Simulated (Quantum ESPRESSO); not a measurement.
**Quick settings and what they miss: Hf (P6_3/mmc, 4 atoms in the cell)**

Self-consistent single point.

```xyz
4
Lattice="3.1064 0.0000 0.0000 -1.5532 2.6902 0.0000 0.0000 0.0000 9.9949" Properties=species:S:1:pos:R:3 pbc="T T T"
Hf     0.0000     0.0000     0.0000
Hf     0.0000     0.0000     4.9975
Hf     0.0000     1.7935     2.4987
Hf     1.5532     0.8967     7.4962
```

Level of theory: PBEsol, GBRV 1.5 ultrasoft (PBESOL) pseudopotentials (plane waves; Quantum ESPRESSO 7.5).

Base settings: ecutwfc = 40 Ry; ecutrho = 320 Ry; occupations = smearing; smearing = fd; degauss = 0.0073499 Ry; potentials = {Hf: hf_pbesol_v1.uspp.F.UPF}; K_POINTS = automatic 16 16 5 0 0 0; conv_thr = 1e-09 Ry; mixing_beta = 0.7.

Tight run (finer mesh or higher cutoff; not a proven limit): ecutwfc: 40 Ry → 56 Ry; ecutrho: 320 Ry → 448 Ry; conv_thr: 1e-09 Ry → 7.3e-11 Ry; K_POINTS: automatic 16 16 5 0 0 0 → automatic 22 22 7 0 0 0. It gave Fermi level (on the code's own zero) 15.67 eV; pressure 5.18 GPa.

Quick runs, as changes from the base:
- A: the base itself
- B: ecutwfc: 40 Ry → 24 Ry; ecutrho: 320 Ry → 192 Ry; pseudopotentials: {Hf: hf_pbesol_v1.uspp.F.UPF} → {Hf: hf_lda_v1.uspp.F.UPF}; K_POINTS: automatic 16 16 5 0 0 0 → automatic 3 3 3 1 1 1 [LDA (PZ)]
- C: ecutwfc: 40 Ry → 32 Ry; ecutrho: 320 Ry → 256 Ry; smearing: fd → cold; degauss: 0.0073499 Ry → 0.0147 Ry; K_POINTS: automatic 16 16 5 0 0 0 → automatic 2 2 2 0 0 0
- D: ecutwfc: 40 Ry → 20 Ry; ecutrho: 320 Ry → 160 Ry; smearing: fd → gauss; degauss: 0.0073499 Ry → 0.0099958 Ry; K_POINTS: automatic 16 16 5 0 0 0 → automatic 2 2 2 0 0 0
- E: pseudopotentials: {Hf: hf_pbesol_v1.uspp.F.UPF} → {Hf: hf_lda_v1.uspp.F.UPF}; K_POINTS: automatic 16 16 5 0 0 0 → automatic 4 4 4 0 0 0 [LDA (PZ)]
- F: ecutwfc: 40 Ry → 32 Ry; ecutrho: 320 Ry → 256 Ry; smearing: fd → gauss; degauss: 0.0073499 Ry → 0.036749 Ry; conv_thr: 1e-09 Ry → 7.3e-06 Ry; pseudopotentials: {Hf: hf_pbesol_v1.uspp.F.UPF} → {Hf: hf_lda_v1.uspp.F.UPF}; K_POINTS: automatic 16 16 5 0 0 0 → automatic 6 6 6 0 0 0 [LDA (PZ)]

Energies are extrapolated to zero smearing width, which holds to low order in the width alone (under cold and Methfessel-Paxton smearing the free energy itself is taken).

Dashes: energy of B, E, F, another energy zero; pressure of F, not trusted under this conv_thr with d or f elements.

† marks runs with another functional, U, potentials or spin treatment: their distance from the tight run is not a convergence error alone.

The count of work is k-points × plane waves × bands × iterations; it is no time. 

The starting cell was generated: these elements placed on a structure prototype, without a prior relaxation; it need not be a known phase or ordering of this composition. Its lattice was rescaled by a random factor within 2.5 % of one. In the base run, with a pressure of about 4 GPa the cell is away from its equilibrium volume at this level.

```
run  energy less tight (meV/atom)  pressure less tight (GPa)  count of work / tight
---  ----------------------------  -------------------------  ---------------------
A                            16.8                      -0.82                   0.26
B†                              –                      -6.95                  0.011
C                          -558.6                     -10.60                 0.0062
D                          -157.0                     -32.29                 0.0031
E†                              –                      -5.77                  0.038
F†                              –                          –                  0.039
```

Among the runs at the tight run's level, the energy misses run from 16.8 to 558.6 meV/atom.
